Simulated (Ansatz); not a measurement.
The structure below was relaxed with r2SCAN in Ansatz (plane waves to 500 eV, PAW, no SOC), earlier PAW set.

```xyz
2
Lattice="0.0000 2.9204 2.9204 2.9204 0.0000 2.9204 2.9204 2.9204 0.0000" Properties=species:S:1:pos:R:3 pbc="T T T"
Te     4.3806     4.3806     4.3806
Cu     0.0000     0.0000     0.0000
```

### Question
Find the space group and the Wyckoff positions.

### Answer
Space group F-43m (No. 216); a = b = c = 5.8408 Å, α = β = γ = 90.00°

| atom | site | symmetry | x | y | z |
|---|---|---|---|---|---|
| Te | 4c | -43m | 0.2500 | 0.2500 | 0.2500 |
| Cu | 4a | -43m | 0.0000 | 0.0000 | 0.0000 |

Whether these cells are dynamically stable was not tested. All final runs are without spin polarisation. An odd electron count without spin: CuTe. The cell was made from CuI by this change: I → Te; the result is a hypothetical phase, not in the database extracts checked.

Ansatz is an electronic-structure program.
